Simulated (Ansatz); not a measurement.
Si, response to strain

The reference is Si in the diamond structure (space group Fd-3m, No. 227; a = 5.4443 Å). Axes: x, y, z lie along the cube axes.

Strains are applied to the cell and any free atomic positions relax; under biaxial strain the out-of-plane vector relaxes too.

Method: r2SCAN, PAW, 500 eV (Ansatz, an electronic-structure program; no spin-orbit coupling).

Notes on the quantities. energy relative to the base: free energy F.

| case | energy relative to the base | out-of-plane strain | smallest direct gap |
|---|---|---|---|
| base | 0 meV/atom | – | 2.74 eV |
| biaxial strain +0.42 %, plane normal [111], relaxed out of plane | +0.5 meV/atom | -0.17 % | 2.68 eV |
| biaxial strain +0.83 %, plane normal [111], relaxed out of plane | +2.0 meV/atom | -0.34 % | 2.62 eV |
| biaxial strain +1.25 %, plane normal [111], relaxed out of plane | +4.4 meV/atom | -0.50 % | 2.57 eV |
| biaxial strain +1.67 %, plane normal [111], relaxed out of plane | +7.9 meV/atom | -0.66 % | 2.51 eV |
| biaxial strain +2.08 %, plane normal [111], relaxed out of plane | +12 meV/atom | -0.82 % | 2.46 eV |
| biaxial strain +2.50 %, plane normal [111], relaxed out of plane | +17 meV/atom | -0.97 % | 2.42 eV |

Stability against distortions was not tested.
